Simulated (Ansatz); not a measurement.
Structure of amorphous Si24O36N8 (periodic cell):

```xyz
68
Lattice="9.8453 0.0000 0.0000 0.0000 9.8453 0.0000 0.0000 0.0000 9.8453" Properties=species:S:1:pos:R:3 pbc="T T T"
Si     3.5749     4.1521     9.5746
Si     1.8721     8.1116     1.0621
Si     1.4408     8.4776     7.7755
Si     4.3237     6.4773     4.5891
Si     8.1357     5.4730     1.1097
Si     8.6983     6.1345     8.2068
Si     8.4705     8.5664     7.7930
Si     6.4437     4.3360     8.5752
Si     3.7896     8.1535     6.1643
Si     0.5319     2.0691     9.5464
Si     5.6621     9.2945     8.2946
Si     4.3697     8.9393     2.9679
Si     3.1177     1.5621     7.8902
Si     1.6133     5.4085     7.4071
Si     6.2267     6.7156     6.5967
Si     9.3763     0.1048     2.0101
Si     6.7988     8.3240     1.2688
Si     1.2822     4.9091     0.9761
Si     7.8437     1.6136     7.6534
Si     5.9507     3.6380     1.4485
Si     3.4841     3.9823     2.9358
Si     5.9349     1.8416     2.9522
Si     8.7310     1.6868     4.5894
Si     1.7544     2.9692     5.3830
O      4.9040     0.6252     3.2523
O      5.6966     8.1492     2.4471
O      5.9194     6.3268     5.0044
O      1.9385     8.5274     9.3208
O      9.6513     5.1681     1.6515
O      9.1274     7.5551     9.0021
O      1.8164     1.2761     8.8671
O      2.6548     9.1130     6.8403
O      9.3416     0.5176     3.6050
O      2.5532     1.8704     6.3431
O      1.8032     6.4889     1.0582
O      7.2810     2.0534     3.8662
O      8.1731     1.3966     6.0782
O      7.2091     4.4979     1.9881
O      0.1961     2.6522     4.9276
O      2.6642     5.2647     8.6957
O      0.5558     8.7039     1.8228
O      3.5689     6.4746     6.0756
O      6.7754     2.8361     7.9439
O      3.6691     5.5315     3.4854
O      5.8998     5.2902     7.3729
O      0.0323     5.1072     7.7742
O      7.7012     6.9961     1.3957
O      1.8626     4.3922     6.1748
O      0.0540     9.2472     7.3181
O      5.8697     8.5427     9.7603
O      9.1759     1.9895     8.4753
O      2.5295     3.1458     3.9554
O      0.8225     3.6499     9.7934
O      4.4691     0.5994     8.1779
O      7.8577     9.5446     1.5412
O      1.3874     6.9942     7.1410
O      3.1792     8.7594     1.8411
O      3.6425     2.9743     8.4675
O      6.4236     2.0354     1.3549
O      0.0913     1.3501     1.1016
N      7.8518     7.1092     7.0033
N      7.7930     5.1549     9.2782
N      5.2745     4.3186     0.0288
N      5.2691     8.1329     7.0684
N      7.3098     9.8402     8.0432
N      3.9552     8.1906     4.4353
N      2.8186     4.1304     1.3344
N      5.0130     3.3090     2.8554
```

Method: PBE, scalar-relativistic without spin-orbit coupling (plane waves to 420 eV, PAW; Ansatz, a first-principles code).

The cell was made by melting and quenching with the CHGNet potential and then relaxed with DFT. O and N atoms were pushed apart under 1.9 Å during the dynamics, to hinder bonds among them. The hot cell started wider than the set density and was brought back towards it in steps. It is the lowest in DFT energy of 2 quenches. It is a model cell: composition and starting density were chosen by hand, and all elements were melted together. No dispersion term was used. Its density started from a set value of 2.36 and ended at 2.37 g/cm³. Cooling (nominally 300 K/ps over its main leg) ran many orders faster than in experiment, which tends to leave more defects and strain. One small periodic cell is one sample of the glass; other quenches scatter about these values. The volume was free in the relaxation, at fixed shape. Stress components on the final sampling reach 2.9 GPa.

Bonds are counted up to Si-Si 2.60 Å, Si-O 1.90 Å, Si-N 2.00 Å, O-O 1.58 Å, O-N 1.64 Å, N-N 1.70 Å. Two cations that share two anions don't count as bonded, nor two that share one unless they lie closer than Si-Si 2.38 Å.

**Question.** Give the coordination numbers, mean bond lengths and angles.

**Answer.** 
| Item | Result |
|---|---|
| Mean coordination of Si by anions | 4.00 (24 with 4) |
| Mean coordination of O | 2.00 (36 with 2) |
| Mean coordination of N | 3.00 (8 with 3) |
| Mean Si-O bond | 1.644 Å (spread 0.024 Å, 72 counted) |
| Mean Si-N bond | 1.738 Å (spread 0.024 Å, 24 counted) |
| Bond angle at Si | mean 109.4°, spread 9.1° |
| Bond angle at O | mean 141.7°, spread 20.0° |
| Bond angle at N | mean 117.7°, spread 16.0° |

**Question.** List the pairs of like atoms that count as bonded by the rules above.

**Answer.** There are none by these rules.
